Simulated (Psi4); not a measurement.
Psi4 1.11, BP86/def2-svp: Be(NMe2)(GeH3) (C[N](C)[Be][GeH3]), 14 atoms. The geometry is a generated start, not checked to be a minimum at this level.

```json
{
  "task": "energy",
  "method": "bp86",
  "basis": "def2-svp",
  "memory": "3 GB",
  "maxiter": "100",
  "keys_of_the_molecule_block": "symmetry c1",
  "scf_type": "df (default)",
  "guess": "auto, which took SAD (default)",
  "scf_initial_accelerator": "adiis (default)",
  "e_convergence": "1e-06 (default)",
  "d_convergence": "1e-06 (default)",
  "dft_radial_points": "75 (default)",
  "dft_spherical_points": "302 (default)",
  "basis_functions": "128",
  "grid_points": "300273"
}
```

```xyz
14

Be    -0.5609     0.3412     0.3909
N      0.4866    -0.3978    -0.4007
C      1.9104    -0.2858    -0.1676
C      0.2188    -1.2905    -1.5068
H      2.3428    -1.2618     0.0919
H      2.4238     0.0865    -1.0649
H      2.0937     0.4066     0.6513
H      0.6925    -0.9247    -2.4252
H      0.6072    -2.2969    -1.3023
H     -0.8526    -1.3590    -1.6742
Ge    -1.9801     1.4502     1.5474
H     -2.5118     0.8800     2.8362
H     -1.5713     2.7994     2.0767
H     -3.2992     1.8527     0.9472
```

One run each on 2 threads. Values of diis_max_vecs tried: 3, 6, 10 (default), 20.

**Question.** Predict the course of the SCF iterations along this series.

**Answer.** Fewest SCF iterations, within one of each other: 6 with 11, 10 (default) with 11, 20 with 11. The count rises to 18 at 3. All converge to one solution.

```tsv
diis_max_vecs	SCF iterations	end
3	18	same solution
6	11	same solution
10 (default)	11	same solution
20	11	same solution
```
